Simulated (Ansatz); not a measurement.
Take TiAl3 (space group I4/mmm, No. 139) as the base.

```
TiAl3
1.0
   -1.92294     1.92294     4.30997
    1.92294    -1.92294     4.30997
    1.92294     1.92294    -4.30997
Al Ti
3 1
Cartesian
  0.00000   0.00000   4.30997
  0.00000   1.92294   2.15498
  1.92294   0.00000   2.15498
  0.00000   0.00000   0.00000
```

Cartesian axes are those of the cell as printed.

Calculations: Kohn–Sham DFT with the PBE functional, run in Ansatz (a first-principles code) with PAW and 420 eV plane waves, no spin-orbit coupling.

Perturbation: the cell is scaled by 0.9880 in all directions; the atoms relax in the strained cell.

Q: Predict the stress tensor and what it implies for the stiffness.

A: Stress of the strained cell less that of the base (GPa, compression positive):
```
    4.2     0.0     0.0
    0.0     4.2     0.0
    0.0     0.0     4.0
```

Then B = −ΔP/(ΔV/V₀) with ΔV/V₀ = -0.0356 gives secant stiffness values (nonlinear terms included at this strain): B (at held cell shape, above the free-shape value) ≈ 116 GPa.

As a check, the harmonic strain energy −½ V₀ Δσ:ε is 7.4 meV/atom; the computed energy rise is 7.1 meV/atom.

Whether these cells are dynamically stable was not tested. All final runs are without spin polarisation.
